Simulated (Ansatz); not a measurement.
**Ge: biaxial strain +2.58 %, plane normal [001], relaxed out of plane**

Base system: Ge in the diamond structure (space group Fd-3m, No. 227; a = 5.673 Å). Axes: x, y, z lie along the cube axes.

Now apply this change: biaxial strain +2.58 %, plane normal [001], relaxed out of plane (Cartesian); in-plane vectors clamped, the third vector and the atoms free.

Computed with r2SCAN, PAW, 500 eV (Ansatz, a quantum-chemistry and plane-wave program; spin-orbit coupling left out), earlier PAW set. k-mesh 10×10×10 (Γ-centred); smearing 0.05 eV (Fermi–Dirac).

| quantity | base | changed | shift |
|---|---|---|---|
| volume per atom | 22.82 Å³ | 23.58 Å³ | +0.766 Å³ |
| space group | Fd-3m (No. 227) | I4_1/amd (No. 141) | – |
| shortest interatomic distance | 245.6 pm | 248.5 pm | +2.82 pm |
| energy relative to the base (free energy F) | 0 meV/atom | +12 meV/atom | +12 meV/atom |
| pressure (mean of the normal stresses, compression positive) | 0.01 GPa | -2.13 GPa | -2.14 GPa |
| band gap (uncertain: the edges found look like a band crossing or inverted bands; the changed cell) | 0.37 eV | 0.11 eV | -0.26 eV |
| out-of-plane strain | – | -1.78 % | – |
| ratio −ε⊥/ε∥ | – | 0.69 | – |

Stability against distortions was not tested. The zero or small gap of Ge under biaxial strain +2.58 %, plane normal [001], relaxed out of plane can change with the level of theory.
